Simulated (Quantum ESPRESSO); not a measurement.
**Equation of state of hcp Y (space group 194): energy against volume (Quantum ESPRESSO, PBE)**

```yaml
crystal:
  lattice:
    - [3.58510, 0.00000, 0.00000]
    - [-1.79255, 3.10479, 0.00000]
    - [0.00000, 0.00000, 5.62812]
  atoms:
    - { symbol: Y, position: [0.66667, 0.33333, 0.75000] }
    - { symbol: Y, position: [0.33333, 0.66667, 0.25000] }
```

Method of the run: PBE, PSlibrary PAW (PBE) pseudopotentials (plane waves; Quantum ESPRESSO). Settings: ecutwfc = 58 Ry; ecutrho = 406 Ry; occupations = smearing; smearing = fermi-dirac; degauss = 0.0036749 Ry; potentials = {Y: Y.pbe-spn-kjpaw_psl.1.0.0.UPF}; K_POINTS = automatic 18 18 10 0 0 0; conv_thr = 1e-10 Ry; mixing_beta = 0.7. The cell above is the first row's. The rows scale it uniformly. In all rows fractional positions and the k mesh are held. E is the free energy at the stated smearing, counted from the lowest row.

```csv
V (Å^3/atom),E (meV/atom)
31.323,?
32.004,2.95
32.685,0.00
33.366,0.72
34.047,4.82
34.728,12.04
35.409,22.10
36.090,34.78
36.771,49.86
```

Q: Using the third-order Birch-Murnaghan form, a cubic in V^(-2/3), estimate the missing E at V = 31.323 from the other rows, showing the fit.

A: With u = V^(-2/3) - 0.0947, the rows have u = 0.0045043, 0.0031215, 0.0017859, 0.0004950, -0.0007536, -0.0019620, -0.0031323, -0.0042664. Least squares gives E = 7.301 - 5507.5·u + 1028353·u² - 4438520·u³. Residuals (row less fit): -0.002, 0.006, 0.000, -0.006, 0.003, 0.001, 0.002, -0.001; standard error 0.005 (degrees of freedom: 4). Its minimum lies at u = 0.0027259, so V0 = (0.0974259)^(-3/2) = 32.88. There d²E/du² = 1984000 and d³E/du³ = -2.663e7, so B0 = (4/9) × 32.88^(-7/3) × 1984000 × 0.160218 = 40.8 GPa (the last factor turns the table's units into GPa), and B0' = 4 + (2/3) × 0.0974259 × (-2.663e7)/1984000 = 3.1. The program's pressures in the fitted runs (not shown) pass through zero at V = 32.79, 0.30 % from this V0. At the withheld row, u = 0.0059370, so E = 7.301 - 5507.5 × 0.0059370 + 1028353 × 0.0059370² - 4438520 × 0.0059370³ = 9.921 meV/atom. The calculation gives 9.89 meV/atom, 0.031 meV/atom below the prediction (0.1 % of the range of E in the table). The row lies outside the fitted rows, so this is an extrapolation. From the scatter of the fitted rows alone, a prediction at this place has a standard error of 0.014 meV/atom, so the miss is 2.2 times that.

Carrying the step between the two nearest rows on in a straight line would have given 5.90, off by 3.99; series whose last step already gives the withheld value aren't shown. The scan was laid around a cell of about the measured size, scaled by a guess for this functional; axis ratios and inner coordinates come from that cell. The runs keep the symmetry of the cell, so they don't test it for distortions. The shape of the cell and the inner coordinates aren't relaxed, so V0 and B0 belong to this uniform scaling; a relaxed crystal lies no higher in energy and is usually softer. Cutoffs and mesh are single choices, not tested for convergence of this quantity. Series with a scatter that would blur these digits, or in which a gap closes, are not shown. Nor are scans whose minimum lies at an end fitted in this form.
